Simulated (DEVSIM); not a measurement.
Structure: Schottky contact on n-type ZnO, at 300 K.

Layer 1 from the left is ZnO, thickness (μm) 2.10, Nd (cm⁻³) 3.3e15, τn (s) 1.6e-9, τp (s) 1.6e-9. Layer 2 from the left is ZnO, thickness (μm) 16.0, Nd (cm⁻³) 7.4e17, τn (s) 1.6e-9, τp (s) 1.6e-9.

Left contact: Schottky, work function 5.54 eV, emission velocity 5.4e6 cm/s. Right contact: ohmic. Voltage is applied to the left contact. Recombination: SRH at mid-gap. Mobility is μmin + (μ − μmin)/(1 + (N/Nref)^α).

Constants are typed, rounded textbook-type inputs, not results; the design itself was drawn at random and stands for no fabricated device. Values at 300 K.

ZnO: gap (eV) 3.37, affinity (eV) 4.5, permittivity 8.7, Nc (cm⁻³) 3.7e18, Nv (cm⁻³) 1.8e19, μn (cm²/Vs) 200, μp (cm²/Vs) 20, μn,min 20, μp,min 2, Nref,n 1e18, Nref,p 1e18, αn 0.6, αp 0.6.

DEVSIM, 1D drift-diffusion, Boltzmann statistics, complete ionisation; no tunnelling, impact ionisation, image-force lowering or self-heating. Metal contacts follow the ideal Schottky-Mott rule: no Fermi-level pinning, no interface dipoles.

Dark forward current:

| |V| (V) | |J| (A/cm²) |
|---|---|
| 0.05 | 3.437e-11 |
| 0.10 | 2.678e-10 |
| 0.15 | 1.854e-9 |
| 0.20 | 1.261e-8 |
| 0.25 | 8.542e-8 |
| 0.30 | 5.769e-7 |
| 0.35 | 3.884e-6 |
| 0.40 | 2.605e-5 |
| 0.45 | 0.0001738 |
| 0.50 | 0.001151 |
| 0.55 | 0.007546 |
| 0.60 | 0.04862 |
| 0.65 | 0.3011 |
| 0.70 | 1.656 |
| 0.75 | 6.662 |
| 0.80 | 17.34 |
| 0.85 | 32.57 |
| 0.90 | 50.56 |
| 0.95 | 70.22 |
| 1.00 | 90.97 |
| 1.05 | 112.5 |
| 1.10 | 134.5 |
| 1.15 | 156.9 |
| 1.20 | 179.7 |
| 1.25 | 202.7 |
| 1.30 | 226.0 |

**Question.** Work out the local ideality factor n = ΔV / (kT/q · ln(J2/J1)) between the rows 0.15 and 0.20 V, 1.25 and 1.30 V.

**Answer.** kT/q = 25.85 mV. From 0.15 to 0.20 V: ln(1.261e-8/1.854e-9) = 1.917, n = 1.01, near the 1 of diffusion or emission over a barrier. From 1.25 to 1.30 V: ln(226.0/202.7) = 0.109, n = 17.78.

**Question.** Estimate the current at 0.35 V for emission alone, J0 = q v N_band exp(−φB/kT), and read the barrier back from the simulated current.

**Answer.** φB = 1.040 eV, N_band = 3.70e18 cm⁻³, J0 = 1.08e-11 A/cm²; J = J0 (exp(qV/kT) − 1) = 8.18e-6 A/cm². The simulation gives 3.88e-6 A/cm²; the estimate lies 110 % above. Read backwards, the simulated current gives an apparent barrier of 1.059 eV. The estimate leaves out transport through the depletion region and minority injection.
